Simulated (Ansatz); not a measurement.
## Ti3Al: pressure 4.5 GPa

Consider Ti3Al (space group P6_3/mmc, No. 194; a = 5.747 Å, c = 4.632 Å).

Modification: a hydrostatic pressure of 4.5 GPa.

The values are results of r2SCAN (Ansatz, a first-principles code, PAW, spin-orbit coupling left out), earlier PAW set, not measurements. Γ-centred 10×10×10 mesh, Fermi–Dirac width 0.05 eV.

- Volume per atom = 15.99 Å³ (base 16.56 Å³)
- Density = 4.43 g/cm³ (base 4.28 g/cm³)
- Lattice parameter a = 5.678 Å (base 5.747 Å)
- c/a ratio = 0.807 (base 0.806)
- Shortest interatomic distance = 2.779 Å (base 2.813 Å)
- Enthalpy H = E + PV relative to the base's energy = +0.46 eV/atom
- Band gap = zero (base zero)

Final structure:

```xyz
8
Lattice="5.6782 0.0000 0.0000 -2.8391 4.9175 0.0000 0.0000 0.0000 4.5827" Properties=species:S:1:pos:R:3 pbc="T T T"
Ti     2.8391     3.2438     1.1457
Ti    -1.3896     4.0806     3.4370
Ti     1.4495     0.8368     1.1457
Ti     0.0000     1.6737     3.4370
Ti     4.2287     0.8368     1.1457
Ti     1.3896     4.0806     3.4370
Al     0.0000     3.2783     1.1457
Al     2.8391     1.6392     3.4370
```

Cost of the whole job for the changed cell (relaxation, final SCF and bands): roughly 7 core-minutes.

Load acts through the strain it causes; cell and atoms are relaxed under it. No phonon test of stability was made. All final runs are without spin polarisation.
